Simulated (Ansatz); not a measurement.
The starting structures come from a database of crystals and need not be the phases stable at ambient conditions.

Inside the gap of an insulator the Bloch states are evanescent, with a wavenumber k + iκ along the transport direction.

```
CELL_PARAMETERS angstrom
      6.30629     0.00000     0.00000
      0.00000     7.53132     0.00000
      0.00000     0.00000     8.78779
ATOMIC_POSITIONS crystal
  Bi 0.48993 0.42608 0.75000
  Bi 0.51007 0.57392 0.25000
  Bi 0.98993 0.07392 0.25000
  Bi 0.01007 0.92608 0.75000
  Cl 0.35672 0.67565 0.93823
  Cl 0.64328 0.32435 0.06177
  Cl 0.85672 0.82435 0.06177
  Cl 0.14328 0.17565 0.93823
  Cl 0.14328 0.17565 0.56177
  Cl 0.85672 0.82435 0.43823
  Cl 0.64328 0.32435 0.43823
  Cl 0.35672 0.67565 0.56177
  Cl 0.36697 0.95556 0.25000
  Cl 0.63303 0.04444 0.75000
  Cl 0.86697 0.54444 0.75000
  Cl 0.13303 0.45556 0.25000
```

Space group of this cell: Pnma. The cell was relaxed by PBE-D3(BJ).

Transport runs along the normal of the first two printed cell vectors.

The gap is the functional's own. No spin-orbit coupling. Mid-gap values are interpolated on the energy grid.

**Question.** Give the band gap and the smallest decay constant κ at mid-gap that r2SCAN in Ansatz (a quantum-chemistry and plane-wave program) yields.

**Answer.** Gap 3.69 eV on a 6×4×4 mesh; κ = 0.306 1/Å, at (0.333, 0.000) of the in-plane reciprocal vectors. At the zone centre, at the nearest computed energy, the slowest state has κ = 0.32 1/Å.
